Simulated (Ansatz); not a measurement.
Phonon-limited resistivity of ScAs (Fm-3m) against temperature in μΩ·cm, PBEsol, DFPT electron-phonon coupling, linearised Boltzmann equation in Ansatz (a program for electronic structure), harmonic crystal at a fixed cell.

| T | ρ |
|---|---|
| 50 K | 0.30 |
| 77 K | 1.11 |
| 100 K | ? |
| 150 K | 5.3 |
| 200 K | 8.4 |
| 250 K | 11.4 |
| 273 K | 12.7 |
| 300 K | 14.3 |
| 350 K | 17.1 |
| 400 K | 19.9 |
| 500 K | ? |
| 600 K | ? |
| 800 K | 41 |

Q: Complete the blanks.

A: 
- 100 K, ρ: 2.2
- 500 K, ρ: 25
- 600 K, ρ: 31

A metal at this level (no band gap). Only scattering by harmonic phonons is included (no impurities, grain boundaries, electron-electron scattering or thermal expansion). Spin-orbit coupling is left out. Halving the electron mesh (28x28x28) moves the resistivity by up to 6 %. Smearing 0.20 eV; phonons on a 5x5x5 q mesh, which this run doesn't test and which matters most at low temperature.

Formula and space group known from diffraction (Crystallography Open Database), not checked to be the room-temperature form: ScAs (Fm-3m).
